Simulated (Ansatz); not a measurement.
Structures of equal composition on the (110) surface of germanium: C on one of 2 surface atoms, Cl on every dangling bond; C on one of 2 atoms under the surface, Cl on every dangling bond. The slabs share one bottom face, and each structure is named by its start. These are constructed structures in small cells; real faces may alloy, dewet or reconstruct in larger ones, and not all known structures of the face are among them. Slabs of about 15 Å, Fermi-Dirac smearing of 0.025 eV. Bottom of the slabs: built like the top, H on every dangling bond, free. Relaxed from the named starts with such symmetry as they have, on meshes of like density; energies extrapolated to zero smearing; spin only where a row says so; no spin-orbit coupling, no U. Brackets mark spin-polarised runs, whose order is one that fits the cell. Where a second, spin-polarised start was run, the lower counts.

These are PBE (plane waves to 420 eV, PAW; Ansatz, a quantum-chemistry and plane-wave program) values and carry that method's errors.

Task: Order them by energy per 1x1 cell (lowest first) at the level PBE.

Result: C on one of 2 atoms under the surface, Cl on every dangling bond (0.000 eV (2 C–Ge bonds formed; like top atoms buckled by 0.7 Å), no gap on the mesh), C on one of 2 surface atoms, Cl on every dangling bond (0.242 eV (1 C–Ge bonds formed), a narrow gap of 0.10 eV by band count)
